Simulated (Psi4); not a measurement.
Psi4 1.11, B3LYP/cc-pvtz: B(Et)2(NH2) (CCB(N)CC), 18 atoms. The geometry is a generated start, not checked to be a minimum at this level.

| Item | Result |
|---|---|
| task | energy |
| method | b3lyp |
| basis | cc-pvtz |
| scf_type | df (default) |
| guess | auto, which took SAD (default) |
| diis_max_vecs | 10 (default) |
| scf_initial_accelerator | adiis (default) |
| e_convergence | 1e-06 (default) |
| d_convergence | 1e-06 (default) |
| dft_radial_points | 75 (default) |
| dft_spherical_points | 302 (default) |
| basis functions | 348 |
| grid points | 382147 |

On 4 threads. Build: conda-forge: OpenMP (LLVM), MKL, Libint2. Single runs; times are not shown.

Values of memory tried: 8 GB, 4 GB, 2 GB, 1 GB, 0.5 GB, 0.3 GB.

**Question.** What happens as the memory setting falls?

**Answer.** It runs down to 0.3 GB, the lowest tried, with the same result. At 8 GB: SCF: fitted integrals in core. From 1 GB down: SCF: fitted integrals on disk.

```json
[
 {"memory": "8 GB", "path": "SCF: fitted integrals in core", "peak memory": "3.6 GiB"},
 {"memory": "4 GB", "path": "SCF: fitted integrals in core", "peak memory": "2.3 GiB"},
 {"memory": "2 GB", "path": "SCF: fitted integrals in core", "peak memory": "1.7 GiB"},
 {"memory": "1 GB", "path": "SCF: fitted integrals on disk", "peak memory": "1.0 GiB"},
 {"memory": "0.5 GB", "path": "SCF: fitted integrals on disk", "peak memory": "0.70 GiB"},
 {"memory": "0.3 GB", "path": "SCF: fitted integrals on disk", "peak memory": "0.55 GiB"}
]
```

Peak memory is the kernel's count for the largest process, libraries included and scratch files not. The peak passes the setting at 1 GB, 0.5 GB, 0.3 GB: it is no hard cap.
